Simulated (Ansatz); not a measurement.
Formation energy of the bound charge states of H interstitial started at a bond centre in metastable 2H silicon carbide (start: bond centre of Si and C, 1.89 Å; 96-site cell, 2×2×2 shifted sampling) against the Fermi level, Si-rich (Δμ(H) = -0.22 eV, bounded by CH4 molecule; only phases computed here count, gases as isolated molecules at 0 K). Level of theory: PBE, PAW (plane waves to 420 eV; Ansatz, a first-principles code).

Set-up: 96-site cell; 2×2×2 shifted k-points; host gap 2.31 eV; charged states image-corrected; energies good to tenths of an eV; flagged in the runs: a host whose relaxation on this sampling wasn't shown to rest.

| E_F − E_VBM (eV) | q = +1 | q = 0 | q = −1 |
|---|---|---|---|
| 0.00 | 1.41 | 3.03 | 3.75 |
| 0.29 | 1.70 | 3.03 | 3.46 |
| 0.58 | 1.98 | 3.03 | 3.17 |
| 0.87 | 2.27 | 3.03 | 2.89 |
| 1.15 | 2.56 | 3.03 | 2.60 |
| 1.44 | 2.85 | 3.03 | 2.31 |
| 1.73 | 3.14 | 3.03 | 2.02 |
| 2.02 | 3.43 | 3.03 | 1.73 |
| 2.31 | 3.71 | 3.03 | 1.44 |

Crossings of the lowest lines: (+1/−1) at 1.17 eV.
